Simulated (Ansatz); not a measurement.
InP (space group Pm-3n, No. 223; a hypothetical phase, not in the database extracts checked)

```xyz
12
Lattice="7.3342 0.0000 0.0000 0.0000 7.3342 0.0000 0.0000 0.0000 7.3342" Properties=species:S:1:pos:R:3 pbc="T T T"
In     1.8336     0.0000     3.6671
In     3.6671     1.8336     0.0000
In     3.6671     5.5007     0.0000
In     5.5007     0.0000     3.6671
In     0.0000     3.6671     5.5007
In     0.0000     3.6671     1.8336
P      1.8336     3.6671     0.0000
P      0.0000     1.8336     3.6671
P      0.0000     5.5007     3.6671
P      5.5007     3.6671     0.0000
P      3.6671     0.0000     5.5007
P      3.6671     0.0000     1.8336
```

Computed with plane-wave PAW DFT at the PBE level (Ansatz, a program for electronic structure, 420 eV), no SOC. Settings: 4×4×4 k-points, 0.05 eV Fermi–Dirac smearing.

- Volume per atom: 32.88 Å³
- Density: 3.68 g/cm³
- Band gap: 0.50 eV, direct at Γ
- Electron mass: 0.045 mₑ
- Hole mass (degenerate bands, along [100]): 0.039, 2.1, 2.1 mₑ
- Lowest conduction-band minima above the VBM: Γ 0.50 eV
- Total energy: -3176.872 eV/atom (σ→0; compares only within this code and set-up)

Masses are band curvatures over ±0.01 Å⁻¹ around the edge. Stability against distortions was not tested.
